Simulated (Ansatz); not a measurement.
The parent structure is Pd in the fcc (Cu type) structure (space group Fm-3m, No. 225; a = 3.945 Å; relaxed with 0.1 eV smearing).

All numbers come from PBE in Ansatz (plane waves to 420 eV, PAW, no SOC), earlier PAW set.

For the base:

The pressure is 0.0 GPa and the band gap comes out as zero.

Perturbation: every lattice vector is shortened by 5.70 %, atoms relaxed at fixed cell.

What does the calculation give for the energy relative to the base, pressure and band gap after the change?

The energy increases by 0.305 eV/atom; the pressure goes from zero to 47.5 GPa; the band gap stays zero.

The cells carry an imposed strain or load. Stability against distortions was not tested. The final runs are not spin-polarised.

Ansatz is an electronic-structure program.
